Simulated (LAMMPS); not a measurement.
One fault surface with several potentials: a slab of Fe (bcc) cut on the (-2-13) plane, one half shifted rigidly along [111] of the cubic cell, atoms relaxed along the normal alone.

Potentials compared:
- EAM-type FeCr.cdeam: classical force field (static), pair style eam/cd, file FeCr.cdeam (LAMMPS); Stukowski, Sadigh, Erhart and Caro, Model Simul Mater Sci Eng, 7, 075005 (2009)
- EAM-type Fe_mm.eam.fs: classical force field (static), pair style eam/fs, file Fe_mm.eam.fs (LAMMPS); Mendelev, Han, Srolovitz, Ackland, Sun and Asta, Phil Mag A, 83, 3977-3994 (2003)
- EAM-type VFe_mm.eam.fs: classical force field (static), pair style eam/fs, file VFe_mm.eam.fs (LAMMPS)
- MEAM AlSiMgCuFe.meam: classical force field (static), pair style meam, file AlSiMgCuFe.meam (LAMMPS); Jelinek, Groh, Horstemeyer, Houze, Kim, Wagner, Moitra and Baskes, Phys Rev B, 85, 245102 (2012)
- MEAM MoCoNiVFeAlCr_2nn.meam: classical force field (static), pair style meam, file MoCoNiVFeAlCr_2nn.meam (LAMMPS); Wang, J., Kwon, H., Kim, H.S. et al. A neural network model for high entropy alloy design. npj Comput Mater 9, 60 (2023).

```
potential                    largest along the first shift
---------------------------  -----------------------------
EAM-type FeCr.cdeam                              755 mJ/m²
EAM-type Fe_mm.eam.fs                            755 mJ/m²
EAM-type VFe_mm.eam.fs                           763 mJ/m²
MEAM AlSiMgCuFe.meam                             629 mJ/m²
MEAM MoCoNiVFeAlCr_2nn.meam                      779 mJ/m²
```
